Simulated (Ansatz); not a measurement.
# One base run on Tc (P6_3/mmc, 2 atoms in the cell) and variants with one or two settings moved

```
CELL_PARAMETERS angstrom
      2.74315     0.00000     0.00000
     -1.37157     2.37564     0.00000
      0.00000     0.00000     4.40545
ATOMIC_POSITIONS crystal
  Tc 0.33333 0.66667 0.25000
  Tc 0.66667 0.33333 0.75000
```

Base run A: PBE (Ansatz, an electronic-structure program), self-consistent single point.

Its settings: kpoints.mp_grid.grid = 11 11 6; hamiltonian.xc = pbe; hamiltonian.pseudopotentials = {kind: paw} (the program's default PAW files); scf.occupations.method = fermi_dirac; scf.occupations.width = 0.01 Ry.

The starting cell comes from a database of computed structures (which also holds hypothetical and non-ambient phases and stackings), without a prior relaxation at this level. Its lattice was rescaled by a random factor within 2.5 % of one. Spin polarisation is off. Ansatz's pressure includes its estimate of the finite-basis (Pulay) stress.

ΔF is the free energy per atom less that of run A. A dash stands where there is no value to compare (another energy zero or no entropy term, no result, no spin, no clean gap, or a mesh too coarse for one). Absolute energies have different zeros for different potentials, functionals, Hubbard and dispersion terms and are not compared across them.

Runs B sample the zone with one or two k-points, far too few for so small a cell.

Run A gave: pressure (GPa) 2.08; k-points 64; valence electrons 30.

Runs:
- B: 2 x 2 x 1 supercell at the zone centre alone; kpoints.mp_grid.grid: 11 11 6 → 1 1 1
- C: crystal.symmetry.detect: default → false
- D: scf.occupations.method: fermi_dirac → cold; scf.occupations.width: 0.01 Ry → 0.022 Ry
- E: magnetization.noncollinear: default → true; magnetization.spin_orbit: default → true [PBE with spin-orbit coupling]
- F: scf.occupations.width: 0.01 Ry → 0.0073 Ry
- G: scf.convergence.dr2_threshold: default (1e-07 eV) → 1e-08 eV
- H: scf.mixing.algorithm: default (the program chose MSR1) → anderson; scf.mixing.beta: default → 0.3
- I: scf.mixing.preconditioner: default (the program chose none) → kerker

### Question
What does run E change against A?

### Answer
The pressure goes from 2.08 to 2.22 GPa.

### Question
What does run D change against A?

### Answer
The free energy rises by 34.6 meV/atom and the pressure goes from 2.08 to 1.54 GPa.

```
run  ΔF (meV/atom)  pressure (GPa)  k-points  valence electrons
---  -------------  --------------  --------  -----------------
A             0.00            2.08        64                 30
B           -280.6           -2.02         1                120
C             0.00            2.08       364                 30
D             34.6            1.54        64                 30
E                –            2.22        64                 30
F             15.0            1.86        64                 30
G             0.00            2.08        64                 30
H             0.00            2.08        64                 30
I             0.00            2.08        64                 30
```

Keys are those of Ansatz 0.2.
